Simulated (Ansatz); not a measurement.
A computed series for Os: response to strain

The reference is Os in the hcp (Mg type) structure (space group P6_3/mmc, No. 194; relaxed with 0.1 eV smearing).

```yaml
crystal:
  lattice:
    - [2.72903, 0.00000, 0.00000]
    - [-1.36451, 2.36341, 0.00000]
    - [0.00000, 0.00000, 4.30906]
  atoms:
    - { symbol: Os, position: [0.66667, 0.33333, 0.75000] }
    - { symbol: Os, position: [0.33333, 0.66667, 0.25000] }
```

Strains are applied to the cell and any free atomic positions relax.

The values are results of plane-wave PAW DFT at the PBEsol level (Ansatz, a program for electronic structure, 420 eV), no spin-orbit coupling, not measurements.

Notes on the quantities. energy relative to the base: free energy F; pressure: mean of the normal stresses, compression positive.

```json
[
 {"case": "base", "volume per atom": "13.90 Å³", "energy relative to the base": "0 meV/atom", "pressure": "0.0 GPa"},
 {"case": "isotropic strain −3.00 %", "volume per atom": "12.68 Å³", "energy relative to the base": "+170 meV/atom", "pressure": "49.0 GPa"},
 {"case": "isotropic strain −2.50 %", "volume per atom": "12.88 Å³", "energy relative to the base": "+116 meV/atom", "pressure": "39.3 GPa"},
 {"case": "isotropic strain −2.00 %", "volume per atom": "13.08 Å³", "energy relative to the base": "___", "pressure": "___"},
 {"case": "isotropic strain −1.50 %", "volume per atom": "13.28 Å³", "energy relative to the base": "+40 meV/atom", "pressure": "21.8 GPa"},
 {"case": "isotropic strain −1.00 %", "volume per atom": "13.48 Å³", "energy relative to the base": "+18 meV/atom", "pressure": "14.0 GPa"},
 {"case": "isotropic strain −0.50 %", "volume per atom": "13.69 Å³", "energy relative to the base": "+4.3 meV/atom", "pressure": "6.7 GPa"},
 {"case": "isotropic strain +0.50 %", "volume per atom": "14.11 Å³", "energy relative to the base": "+4.1 meV/atom", "pressure": "-6.2 GPa"},
 {"case": "isotropic strain +1.50 %", "volume per atom": "14.53 Å³", "energy relative to the base": "+36 meV/atom", "pressure": "-17.3 GPa"},
 {"case": "isotropic strain +3.00 %", "volume per atom": "15.18 Å³", "energy relative to the base": "+136 meV/atom", "pressure": "-31.0 GPa"}
]
```

Question: Some entries are withheld; estimate them.

Answer: 
- isotropic strain −2.00 %, energy relative to the base: +73 meV/atom
- isotropic strain −2.00 %, pressure: 30.2 GPa

No phonon test of stability was made. All final runs are without spin polarisation.
